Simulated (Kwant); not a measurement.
Computed with Kwant: Hückel tight-binding model, one pz orbital an atom, one spin, coherent transport at 0 K. Conductance is in e²/h.

Device: π system c1cc2cccc3c4cccc5cccc(c(c1)c23)c54 between two chain leads. The π system is taken as planar. Atoms are numbered from 0 in the order of the SMILES. Site energies (eV, carbon 0): [0.0, 0.0, 0.0, 0.0, 0.0, 0.0, 0.0, 0.0, 0.0, 0.0, 0.0, 0.0, 0.0, 0.0, 0.0, 0.0, 0.0, 0.0, 0.0, 0.0]. Bonds (i, j, β in eV): (0,1,-2.7) (1,2,-2.7) (2,3,-2.7) (3,4,-2.7) (4,5,-2.7) (5,6,-2.7) (6,7,-2.7) (7,8,-2.7) (8,9,-2.7) (9,10,-2.7) (10,11,-2.7) (11,12,-2.7) (12,13,-2.7) (13,14,-2.7) (14,15,-2.7) (15,16,-2.7) (16,17,-2.7) (16,18,-2.7) (15,19,-2.7) (17,0,-2.7) (18,2,-2.7) (18,6,-2.7) (19,7,-2.7) (19,11,-2.7). Leads: chains of hopping −4.1 eV, joined by −0.81 eV to atoms 0 and 8.

Site energies and bond integrals are typed Hückel values.

Sweep values stay those of the base run.

One input was changed, with this effect: transmission at E = 0 < 1e-12 → 0.0062.

Which change was it?
A. contacts moved from atoms [0, 8] to [5, 8]
B. contacts moved from atoms [0, 8] to [5, 14]
C. contacts moved from atoms [0, 8] to [0, 1]
D. contacts moved from atoms [0, 8] to [0, 13]
E. contacts moved from atoms [0, 8] to [1, 17]
F. contacts moved from atoms [0, 8] to [0, 9]

C, contacts moved from atoms [0, 8] to [0, 1]
